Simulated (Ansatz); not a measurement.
Start from WSi$_{2}$ (space group I4/mmm, No. 139; relaxed with 0.1 eV smearing).

```
CELL_PARAMETERS angstrom
     -1.61445     1.61445     3.93487
      1.61445    -1.61445     3.93487
      1.61445     1.61445    -3.93487
ATOMIC_POSITIONS crystal
  Si 0.66548 0.66548 0.00000
  Si 0.33452 0.33452 0.00000
  W  0.00000 0.00000 0.00000
```

Cartesian axes are those of the cell as printed.

Level of theory: PBE (Ansatz, a quantum-chemistry and plane-wave program), spin-orbit coupling left out.

For the base:

| Item | Result |
|---|---|
| Shortest interatomic distance | 2.605 Å |
| Pressure | 0.0 GPa |

One thing is altered: uniaxial strain ε_zz = −0.50 %, all other strain components held at zero, atoms relaxed at fixed cell.

Q: Predict the new shortest interatomic distance, energy relative to the base and pressure.

A: The shortest interatomic distance shrinks by 0.012 Å to 2.593 Å; the energy goes up by 0.6 meV/atom; the pressure (mean of the normal stresses, compression positive) goes from zero to 1.2 GPa.

Stability against distortions was not tested. The final runs are not spin-polarised.
